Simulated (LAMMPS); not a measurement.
Simulation of a melt made from Ni (fcc), 16384 atoms, at 1900 K and 0 GPa, brought to that temperature within a few picoseconds.

Model: classical MD, pair style adp, file Ni.adp (LAMMPS).

**Question.** Predict the state found, the enthalpy per atom, the self-diffusion coefficient of Ni (not corrected for cell size), the density, the first peak of g(r).

**Answer.** state found: liquid; enthalpy per atom: -3.6917 ± 0.0001 eV/atom; self-diffusion coefficient of Ni (not corrected for cell size): (4.37 ± 0.05) × 10^-5 cm²/s; density: 7.8267 ± 0.0005 g/cm³; first peak of g(r): 2.46 Å, height 2.6.
